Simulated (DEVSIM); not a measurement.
System: abrupt Si p-n junction, at 300 K.

| layer (left to right) | material | thickness (μm) | Nd (cm⁻³) | Na (cm⁻³) | τn (s) | τp (s) |
|---|---|---|---|---|---|---|
| 1 | Si | 1.50 | - | 9.7e15 | 2.3e-5 | 2.3e-5 |
| 2 | Si | 30.0 | 3.7e16 | - | 2.3e-5 | 2.3e-5 |

Left contact: ohmic. Right contact: ohmic. Voltage is applied to the left contact. Recombination: SRH at mid-gap, radiative. Mobility is μmin + (μ − μmin)/(1 + (N/Nref)^α).

This is a model device: material constants are rounded textbook-type values typed into the input, and sizes, dopings and lifetimes were drawn at random. Values at 300 K.

| parameter | Si |
|---|---|
| gap (eV) | 1.124 |
| affinity (eV) | 4.05 |
| permittivity | 11.7 |
| Nc (cm⁻³) | 2.86e19 |
| Nv (cm⁻³) | 3.1e19 |
| μn (cm²/Vs) | 1417 |
| μp (cm²/Vs) | 470 |
| μn,min | 52 |
| μp,min | 45 |
| Nref,n | 9.7e16 |
| Nref,p | 2.2e17 |
| αn | 0.68 |
| αp | 0.72 |
| B (cm³/s) | 4.7e-15 |

DEVSIM, 1D drift-diffusion, Boltzmann statistics, complete ionisation; no tunnelling, impact ionisation, image-force lowering or self-heating.

Tabulate band edges, carrier densities and field at zero bias.

Energies count from the Fermi level of the right contact; mesh points crowd at the junctions.

```
x (μm)   Ec (eV)  Ev (eV)  n (cm⁻³)  p (cm⁻³)  field (V/cm)
-------  -------  -------  --------  --------  ------------
0.000      0.915   -0.209     12000    9.7e15           ≈ 0
0.03207    0.915   -0.209     12000    9.7e15           ≈ 0
0.1108     0.915   -0.209     12000    9.7e15           ≈ 0
0.2860     0.915   -0.209     12000    9.7e15           ≈ 0
0.8888     0.915   -0.209     12000    9.7e15           ≈ 0
1.247      0.893   -0.231     29000    4.0e15         -4800
1.404      0.662   -0.462     2.1e8    5.4e11        -26000
1.486      0.395   -0.729    6.5e12     1.8e7        -39000
1.511      0.301   -0.823    2.5e14    470000        -34000
1.561      0.195   -0.929    1.5e16      7700         -9600
1.676      0.172   -0.952    3.7e16      3200           -58
2.128      0.172   -0.952    3.7e16      3100           ≈ 0
3.012      0.172   -0.952    3.7e16      3100           ≈ 0
5.090      0.172   -0.952    3.7e16      3100           ≈ 0
13.26      0.172   -0.952    3.7e16      3100           ≈ 0
23.37      0.172   -0.952    3.7e16      3100           ≈ 0
28.20      0.172   -0.952    3.7e16      3100           ≈ 0
30.11      0.172   -0.952    3.7e16      3100           ≈ 0
31.09      0.172   -0.952    3.7e16      3100           ≈ 0
31.34      0.172   -0.952    3.7e16      3100           ≈ 0
31.45      0.172   -0.952    3.7e16      3100           ≈ 0
31.50      0.172   -0.952    3.7e16      3100           ≈ 0
```
